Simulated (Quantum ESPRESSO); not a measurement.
Several settings converged on CoSi₂ (I4mm, 3 atoms in the cell)

```xyz
3
Lattice="0.0000 2.6720 2.6720 2.6720 0.0000 2.6720 2.6720 2.6720 0.0000" Properties=species:S:1:pos:R:3 pbc="T T T"
Co     0.0000     0.0000     0.0500
Si     1.3360     1.3360     1.3360
Si     4.0079     4.0079     4.0079
```

Base method: PBEsol, PSlibrary PAW (PBE) pseudopotentials (plane waves; Quantum ESPRESSO).

Base settings: ecutwfc = 50 Ry; ecutrho = 300 Ry; occupations = smearing; smearing = fd; degauss = 0.0073499 Ry; input_dft = pbesol; potentials = {Co: Co.pbe-n-kjpaw_psl.1.0.0.UPF, Si: Si.pbe-n-kjpaw_psl.1.0.0.UPF}; K_POINTS = automatic 7 7 7 0 0 0; conv_thr = 1e-10 Ry; mixing_beta = 0.7.

The count of work is k-points × plane waves × bands × iterations; it is no time. Core times come from one kind of shared machine, to one figure; runs under 30 s give none.

**The k-point mesh**

The second cell is the first with its lattice scaled by 0.98.

Only quantities that move along the ladder and can be compared are tabulated.

| K_POINTS | free energy less the last step's (meV/atom) | energy of the compressed cell less the first (meV/atom) | pressure (GPa) | largest difference of a force vector from the last step's (eV/Å) | count of work / last | core time / last (rough) |
|---|---|---|---|---|---|---|
| automatic 2 2 2 0 0 0 | 206.76 | -1.15 | -6.76 | 0.193 | 0.019 | – |
| automatic 4 4 4 0 0 0 | -3.02 | 14.25 | -3.41 | 0.009 | 0.080 | 0.6 |
| automatic 6 6 6 0 0 0 | 1.85 | 16.08 | -3.04 | 0.005 | 0.18 | 0.7 |
| automatic 7 7 7 0 0 0 | -2.50 | 15.63 | -3.15 | 0.009 | 0.24 | 0.5 |
| automatic 12 12 12 0 0 0 | 0.00 | 15.75 | -3.11 | 0.000 | 1.0 | 1 |

Coarsest K_POINTS that holds the forces within 0.02 eV/Å of the last step, with all finer ones: automatic 4 4 4 0 0 0, at 0.080 of the last step's count of work; the step before is off by 0.19 eV/Å.

Coarsest K_POINTS that holds the pressure within 0.2 GPa of the last step, with all finer ones: automatic 6 6 6 0 0 0, at 0.18 of the last step's count of work; the step before is off by 0.29 GPa.

Coarsest K_POINTS that holds the free energy within 5 meV/atom: not settled: the last two steps still differ by 2.5 meV/atom, over half the tolerance, so the ladder does not show it.

**The k-point mesh at a smearing width of 0.02 eV**

In this ladder: degauss = 0.00147 Ry.

Only quantities that move along the ladder and can be compared are tabulated.

```csv
K_POINTS,free energy less the last step's (meV/atom),pressure (GPa),largest difference of a force vector from the last step's (eV/Å),count of work / last,core time / last (rough)
automatic 4 4 4 0 0 0,-5.45,-3.48,0.023,0.032,0.1
automatic 6 6 6 0 0 0,2.87,-3.15,0.005,0.075,0.1
automatic 8 8 8 0 0 0,-0.06,-3.22,0.010,0.15,0.3
automatic 17 17 17 0 0 0,0.00,-3.19,0.000,1.0,1
```

Coarsest K_POINTS that holds the free energy within 2 meV/atom of the last step, with all finer ones: automatic 8 8 8 0 0 0, at 0.15 of the last step's count of work and about 0.3 of the last step's time; the step before is off by 2.9 meV/atom.

Coarsest K_POINTS that holds the forces within 0.02 eV/Å: not settled: the last two steps still differ by 0.010 eV/Å, over half the tolerance, so the ladder does not show it.

Coarsest K_POINTS that holds the pressure within 0.1 GPa of the last step, with all finer ones: automatic 6 6 6 0 0 0, at 0.075 of the last step's count of work and about 0.1 of the last step's time; the step before is off by 0.29 GPa.

**The k-point mesh at a smearing width of 0.3 eV**

In this ladder: degauss = 0.02205 Ry.

Only quantities that move along the ladder and can be compared are tabulated.

| K_POINTS | free energy less the last step's (meV/atom) | pressure (GPa) | count of work / last | core time / last (rough) |
|---|---|---|---|---|
| automatic 4 4 4 0 0 0 | 3.83 | -2.45 | 0.032 | 0.1 |
| automatic 6 6 6 0 0 0 | 0.57 | -2.09 | 0.075 | 0.2 |
| automatic 8 8 8 0 0 0 | 0.02 | -2.18 | 0.12 | 0.2 |
| automatic 17 17 17 0 0 0 | 0.00 | -2.16 | 1.0 | 1 |

Coarsest K_POINTS that holds the free energy within 1 meV/atom of the last step, with all finer ones: automatic 6 6 6 0 0 0, at 0.075 of the last step's count of work and about 0.2 of the last step's time; the step before is off by 3.8 meV/atom.

Coarsest K_POINTS that holds the pressure within 0.2 GPa of the last step, with all finer ones: automatic 6 6 6 0 0 0, at 0.075 of the last step's count of work and about 0.2 of the last step's time; the step before is off by 0.29 GPa.

On the base run: the starting cell has typed, rounded lattice constants, without a prior relaxation at this level. Its lattice was rescaled by up to half a per cent. One atom was moved a little off its site on purpose. Spin polarisation is off. In the base run, with a pressure of about -3 GPa the cell is away from its equilibrium volume at this level.
